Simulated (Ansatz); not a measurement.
For GaO (model structure, started from the beta GaS type, P6₃/mmc, No. 194, 8 atoms in the cell), PBEsol (PAW; Ansatz, an electronic-structure program) gives:

lattice constant a: 3.070 Å
lattice parameter c: 12.852 Å
bulk modulus B0: 30.4 GPa
cohesive energy: 4.72 eV/atom
band gap: 1.09 eV

Problem. What does r²SCAN (plane waves, PAW; Ansatz) give for the same quantities?

Solution. 
- lattice constant a: 3.078 Å (grows by 0.3 %)
- lattice parameter c: 12.683 Å (falls by 1.3 %)
- bulk modulus: 47.0 GPa (goes up by 55 %)
- cohesive energy: 4.45 eV/atom (decreases by 0.27 eV/atom)
- band gap: 1.59 eV (rises by 0.50 eV)

Changes are worked out from the printed values.

Unless a cell is named, each level is at its own relaxed cell (PBEsol 13.12, r²SCAN 13.00 Å³/atom).

Levels without +SOC have no spin–orbit coupling; where heavier elements are present it shifts gaps, mostly down, and can invert bands. Density-functional gaps are differences of (generalised) Kohn–Sham levels.

Caveats: the bulk modulus is −V dP/dV from two relaxed cells at ±2 % in volume (PBEsol, r²SCAN). Ansatz's density-functional and Hartree–Fock values are scalar-relativistic unless marked +SOC, with PAW data made under PBE.

A model structure was made by putting elements into a prototype or built by hand; it is no filed structure, need not be a known phase, and can be a saddle point held by its symmetry.
